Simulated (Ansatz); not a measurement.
# How the band gap of CsCl-type NaCl (model structure) (like a known high-pressure phase) moves with the method

No measured value is used here.

```tsv
level (code)	value (eV)	cell (Å³/atom)
LDA (Ansatz)	4.01	19.12
PBEsol (Ansatz)	4.00	20.47
r²SCAN (Ansatz)	4.91	20.72
HSE06 (Ansatz)	5.36	21.10
PBE0 (Ansatz)	6.14	20.72
```

Computed values are for a static lattice.  LDA, PBEsol, r²SCAN, HSE06, PBE0: the gap is read on the k mesh or supercell of the run alone and can be too large. Values are at the level's own equilibrium cell; PBE0 at the r²SCAN cell. K meshes differ between the levels. Ansatz's density-functional and Hartree–Fock values are scalar-relativistic unless marked +SOC, with PAW data made under PBE.

A model structure was made by putting elements into a prototype or built by hand; it is no filed structure, need not be a known phase, and can be a saddle point held by its symmetry.

Ansatz is a quantum-chemistry and plane-wave program.
